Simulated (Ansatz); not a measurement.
Input:

```
GaP
1.0
    0.00000     2.72568     2.72568
    2.72568     0.00000     2.72568
    2.72568     2.72568     0.00000
P Ga
1 1
Direct
  0.25000   0.25000   0.25000
  0.00000   0.00000   0.00000
```

No spin polarisation.

The values are results of r2SCAN/PAW in Ansatz (a program for electronic structure), no spin-orbit coupling, not measurements. k-mesh 10×10×10 (Γ-centred); smearing 0.05 eV (Fermi–Dirac).

Problem. Predict the electron mass, band gap, smallest direct gap and hole mass.

Solution. Electron mass: 1.1 mₑ along k, 0.23 mₑ across (off the special points)
Band gap: 1.85 eV
Smallest direct gap: 2.36 eV
Hole mass (degenerate bands, along [100]): 0.13, 0.37, 0.37 mₑ (at Γ)

Effective masses come from finite differences of ±0.01 Å⁻¹. Along k means along the line from Γ to the band edge. Whether these cells are dynamically stable was not tested. The cell was made from GaAs by this change: As → P.
